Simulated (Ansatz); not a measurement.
Base system: Os in the hcp (Mg type) structure (space group P6_3/mmc, No. 194).

```
CELL_PARAMETERS angstrom
      2.75485     0.00000     0.00000
     -1.37743     2.38577     0.00000
      0.00000     0.00000     4.34430
ATOMIC_POSITIONS crystal
  Os 0.33333 0.66667 0.75000
  Os 0.66667 0.33333 0.25000
```

Levels (all Ansatz, a program for electronic structure, PAW): PBE (420 eV, no spin-orbit coupling); PBE+SOC (420 eV, noncollinear with spin-orbit coupling).

The geometry is relaxed with PBE.

| Property | Value |
|---|---|
| PBE pressure | 0.0 GPa |

Question: How does going to PBE+SOC change the pressure?

Answer: The pressure goes from zero to 0.3 GPa.

Single points use the geometry relaxed with PBE. The spin-orbit shifts are approximate. Stability against distortions was not tested. The runs without spin-orbit coupling are not spin-polarised.
